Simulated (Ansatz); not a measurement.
System: Ti-vacancy pair (Ti on one host Zr site, one O site vacant) in monoclinic ZrO2 (charge state +2). All values below come from PBE, PAW (plane waves to 420 eV; Ansatz, an electronic-structure program).

96-site cell at the relaxed PBE lattice, the Γ point alone, smearing 0.01 eV, spin-restricted, no finite-size correction. Energies are static. The charge state is imposed; whether it is stable for some Fermi level was not computed. Forms of the defect that were not tried may lie lower.

Barriers: single points on a 2×2×2 k-point mesh shifted by half a step at the bands' geometries.

The step: one O atom jumps into the vacancy from a nearby O site (Ti-vacancy distance between ideal sites 2.06 → 4.59 Å). Atoms about the jump, Cartesian Å from the middle of the jump, before and after:

```json
[
 {"atom": "O1", "x0": "-0.49", "y0": "-0.86", "z0": "0.68", "x1": "0.49", "y1": "0.86", "z1": "-0.68"},
 {"atom": "Zr2", "x0": "-1.48", "y0": "-0.38", "z0": "-1.13", "x1": "-1.29", "y1": "-0.18", "z1": "-1.22"},
 {"atom": "Zr3", "x0": "1.23", "y0": "0.10", "z0": "1.25", "x1": "1.45", "y1": "0.28", "z1": "1.20"},
 {"atom": "O4", "x0": "-0.04", "y0": "-1.65", "z0": "-1.86", "x1": "-0.03", "y1": "-1.70", "z1": "-1.75"},
 {"atom": "O5", "x0": "-0.02", "y0": "1.62", "z0": "1.87", "x1": "-0.02", "y1": "1.52", "z1": "1.92"},
 {"atom": "O6", "x0": "-2.39", "y0": "1.26", "z0": "0.15", "x1": "-2.33", "y1": "1.27", "z1": "0.14"},
 {"atom": "O7", "x0": "2.30", "y0": "-1.39", "z0": "-0.09", "x1": "2.32", "y1": "-1.38", "z1": "-0.07"},
 {"atom": "O8", "x0": "2.34", "y0": "1.30", "z0": "-0.07", "x1": "2.90", "y1": "1.27", "z1": "0.22"},
 {"atom": "O9", "x0": "-2.91", "y0": "-1.44", "z0": "-0.12", "x1": "-2.47", "y1": "-1.38", "z1": "0.04"},
 {"atom": "O10", "x0": "-1.93", "y0": "1.18", "z0": "-2.46", "x1": "-1.95", "y1": "1.25", "z1": "-2.53"},
 {"atom": "Ti11", "x0": "1.81", "y0": "2.55", "z0": "-1.66", "x1": "1.53", "y1": "2.27", "z1": "-1.52"},
 {"atom": "O12", "x0": "0.88", "y0": "1.52", "z0": "-3.12", "x1": "0.87", "y1": "1.62", "z1": "-3.28"},
 {"atom": "O13", "x0": "1.90", "y0": "-1.33", "z0": "2.58", "x1": "1.90", "y1": "-1.28", "z1": "2.54"},
 {"atom": "Zr14", "x0": "-1.72", "y0": "2.79", "z0": "1.57", "x1": "-1.70", "y1": "2.78", "z1": "1.56"},
 {"atom": "Zr15", "x0": "1.65", "y0": "-2.89", "z0": "-1.51", "x1": "1.66", "y1": "-2.89", "z1": "-1.50"},
 {"atom": "Zr16", "x0": "-1.72", "y0": "-2.43", "z0": "1.56", "x1": "-1.84", "y1": "-2.62", "z1": "1.69"},
 {"atom": "O17", "x0": "0.09", "y0": "3.35", "z0": "-1.70", "x1": "0.03", "y1": "3.41", "z1": "-1.79"},
 {"atom": "O18", "x0": "-0.90", "y0": "-1.67", "z0": "3.40", "x1": "-0.87", "y1": "-1.60", "z1": "3.28"},
 {"atom": "O19", "x0": "0.00", "y0": "-3.55", "z0": "1.88", "x1": "0.01", "y1": "-3.48", "z1": "1.79"},
 {"atom": "O20", "x0": "-2.45", "y0": "-1.37", "z0": "-2.76", "x1": "-2.40", "y1": "-1.29", "z1": "-2.74"},
 {"atom": "O21", "x0": "2.36", "y0": "1.22", "z0": "2.79", "x1": "2.39", "y1": "1.27", "z1": "2.84"}
]
```

Problem. Where do these atoms stand at the saddle point, and how high is it?

Solution. 
```csv
atom,x,y,z
O1,0.02,0.05,-0.07
Zr2,-1.47,-0.31,-1.21
Zr3,1.41,0.22,1.23
O4,-0.12,-1.81,-1.86
O5,0.02,1.63,1.96
O6,-2.44,1.28,0.15
O7,2.36,-1.42,-0.10
O8,2.64,1.36,0.05
O9,-2.70,-1.46,-0.02
O10,-1.98,1.20,-2.52
Ti11,1.81,2.57,-1.67
O12,0.86,1.52,-3.13
O13,1.92,-1.31,2.56
Zr14,-1.69,2.76,1.58
Zr15,1.62,-2.89,-1.53
Zr16,-1.86,-2.61,1.66
O17,0.08,3.35,-1.72
O18,-0.87,-1.59,3.26
O19,0.00,-3.47,1.79
O20,-2.49,-1.39,-2.82
O21,2.42,1.29,2.85
```
It lies 0.90 eV above the start and 0.31 eV above the end. The program found a first-order saddle point.
